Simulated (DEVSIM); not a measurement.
Device: illuminated GaSb p-on-n cell, one wavelength, at 300 K.

| layer (left to right) | material | thickness (μm) | Nd (cm⁻³) | Na (cm⁻³) | τn (s) | τp (s) | absorption coefficient (cm⁻¹) |
|---|---|---|---|---|---|---|---|
| 1 | GaSb | 0.270 | - | 7.8e17 | 1.8e-9 | 2e-9 | 7600 |
| 2 | GaSb | 2.90 | 1.8e16 | - | 1.5e-8 | 1.5e-8 | 7600 |

Left contact: ohmic, minority electron recombination velocity 10000 cm/s. Right contact: ohmic, minority hole recombination velocity 4e5 cm/s. Voltage is applied to the left contact. Recombination: SRH at mid-gap, radiative, Auger. Light enters at the left, 4.7e17 photons cm⁻² s⁻¹, one pass, no reflection. Mobility is μmin + (μ − μmin)/(1 + (N/Nref)^α).

Constants are typed, rounded textbook-type inputs, not results; the design itself was drawn at random and stands for no fabricated device. Values at 300 K.

```
parameter        GaSb
-------------  ------
gap (eV)        0.726
affinity (eV)    4.06
permittivity     15.7
Nc (cm⁻³)      2.1e17
Nv (cm⁻³)      1.8e19
μn (cm²/Vs)      5000
μp (cm²/Vs)       850
μn,min           1000
μp,min            190
Nref,n         2.8e17
Nref,p           9e17
αn               1.05
αp               0.65
B (cm³/s)       1e-10
Cn (cm⁶/s)      5e-30
Cp (cm⁶/s)      5e-30
```

DEVSIM, 1D drift-diffusion, Boltzmann statistics, complete ionisation; no tunnelling, impact ionisation, image-force lowering or self-heating.

The doping Nd of layer 2 was swept, all else fixed.

| doping Nd of layer 2 (cm^-3) | potential step across the device at zero bias (V) | share of generated pairs collected at short circuit | dark forward voltage at 100 A/cm² (V) | largest field in the device at zero bias (V/cm) |
|---|---|---|---|---|
| 5.4e14 | 0.491 | 0.903 | 0.420 | 42000 |
| 1.8e15 | 0.522 | … | … | 43000 |
| 5.4e15 | 0.550 | 0.827 | 0.448 | 46000 |
| 1.8e16 | 0.581 | 0.801 | 0.473 | 57000 |
| 5.4e16 | 0.610 | 0.784 | 0.497 | 83000 |

Task: Some entries are withheld; supply them.

Result: 
- 1.8e15, share of generated pairs collected at short circuit: 0.860
- 1.8e15, dark forward voltage at 100 A/cm² (V): 0.433
